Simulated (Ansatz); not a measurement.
# OH on the 1x1 (0001) surface of hcp Ru, one in a 3x3 cell, started at the site 'hollow Ru-Ru-Ru'

Computed with PBE (plane waves to 420 eV, PAW; Ansatz, a first-principles code).

Model: 38-atom slab, 6.3 Å thick at the start under the adsorbate (thin: gaps and levels are the slab's own), 4x4x1 mesh, Fermi-Dirac 0.1 eV, dipole correction, 18 atoms held, the rest relaxed; no symmetry held; no spin, no spin-orbit, no U, no dispersion correction. At the end it is bonded to 3 Ru. In PBE it is, or lies within 0.03 eV of, the lowest of the starts that converged.

```json
{
 "adsorption energy against H2O(g) − ½ H2(g)": "-202 meV",
 "work_function_of_the_top_face": "4.24 eV",
 "change_of_the_work_function": "-0.76 eV",
 "change_of_the_step_from_the_bottom_to_the_top_vacuum_level_against_the_clean_slab": "-0.76 eV",
 "energy_released_by_relaxation": "0.18 eV",
 "height of the binding atom over the mean of the host atoms within 0.3 Å of the top one": "1.551 Å",
 "nearest_host_atoms_of_the_binding_atom": "Ru at 2.19 Å, Ru at 2.19 Å, Ru at 2.19 Å",
 "largest_move_of_a_host_atom": "0.04 Å"
}
```

A negative adsorption energy means that the adsorbate is more stable on the surface than in its reference.
